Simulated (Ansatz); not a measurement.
Response to strain in Hf

The reference is Hf in the hcp (Mg type) structure (space group P6_3/mmc, No. 194; a = 3.159 Å, c = 5.000 Å). Axes: x lies along a and z along c of the hexagonal cell.

Strains are applied to the cell and any free atomic positions relax; under biaxial strain the out-of-plane vector relaxes too.

All numbers come from PBEsol, PAW, 420 eV (Ansatz, a first-principles code; no spin-orbit coupling).

Notes on the quantities. pressure: mean of the normal stresses, compression positive; energy relative to the base: free energy F.

```json
[
 {"case": "base", "pressure": "0.0 GPa", "shortest interatomic distance": "3.095 Å", "energy relative to the base": "0 meV/atom"},
 {"case": "biaxial strain +0.93 %, plane normal [001], relaxed out of plane", "pressure": "___", "shortest interatomic distance": "3.092 Å", "energy relative to the base": "–"},
 {"case": "biaxial strain +4.07 %, plane normal [001], relaxed out of plane", "pressure": "-5.0 GPa", "shortest interatomic distance": "3.084 Å", "energy relative to the base": "–"},
 {"case": "isotropic strain −1.98 %", "pressure": "7.5 GPa", "shortest interatomic distance": "3.033 Å", "energy relative to the base": "+28 meV/atom"},
 {"case": "isotropic strain +0.74 %", "pressure": "-2.4 GPa", "shortest interatomic distance": "3.117 Å", "energy relative to the base": "+3.7 meV/atom"},
 {"case": "isotropic strain +3.46 %", "pressure": "-9.7 GPa", "shortest interatomic distance": "3.202 Å", "energy relative to the base": "+76 meV/atom"},
 {"case": "isotropic strain +5.08 %", "pressure": "-13.1 GPa", "shortest interatomic distance": "3.252 Å", "energy relative to the base": "+158 meV/atom"},
 {"case": "isotropic strain +5.25 %", "pressure": "-13.4 GPa", "shortest interatomic distance": "3.257 Å", "energy relative to the base": "+168 meV/atom"},
 {"case": "uniaxial strain ε_zz = −5.26 %", "pressure": "7.2 GPa", "shortest interatomic distance": "___", "energy relative to the base": "___"},
 {"case": "tensor shear ε_xz = −1.12 %", "pressure": "0.0 GPa", "shortest interatomic distance": "3.066 Å", "energy relative to the base": "+1.8 meV/atom"}
]
```

Problem. Some entries are withheld; estimate them.

Solution. 
- biaxial strain +0.93 %, plane normal [001], relaxed out of plane, pressure: -1.3 GPa
- uniaxial strain ε_zz = −5.26 %, shortest interatomic distance: 2.989 Å
- uniaxial strain ε_zz = −5.26 %, energy relative to the base: +42 meV/atom

Without a gap, meshes like the base's 17×17×9 leave anisotropic stresses uncertain by several tenths of a GPa, and small strain energies with them. Whether these cells are dynamically stable was not tested. The final runs are not spin-polarised.
